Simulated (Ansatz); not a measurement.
The reference is BeS in the rock salt structure (space group Fm-3m, No. 225; a = 4.590 Å; a hypothetical phase, not in the database extracts checked).

Now apply this change: cell and atoms relaxed at a pressure of 5 GPa.

Levels (all Ansatz, a program for electronic structure, PAW): PBEsol (420 eV, no spin-orbit coupling); HSE06 (420 eV, without spin-orbit coupling).

The geometry is relaxed with PBEsol.

| Property | Value |
|---|---|
| PBEsol lowest conduction level above the VBM at special points | X 0.96 eV; U 2.16 eV; K 2.16 eV; Γ 6.03 eV |

Question: How does going to HSE06 change the lowest conduction level above the VBM at special points?

Answer: The lowest conduction level above the VBM at special points goes from X 0.96 eV; U 2.16 eV; K 2.16 eV; Γ 6.03 eV to X 1.77 eV; U 3.08 eV; K 3.08 eV; Γ 7.29 eV.

Single points use the geometry relaxed with PBEsol. HSE06 was sampled on its mesh, a few special points and the semilocal edge points, so its gap is an upper bound. The levels and masses belong to the bands next to the band gap. Load acts through the strain it causes; cell and atoms are relaxed under it. Whether these cells are dynamically stable was not tested. Competing high-pressure phases were not computed.
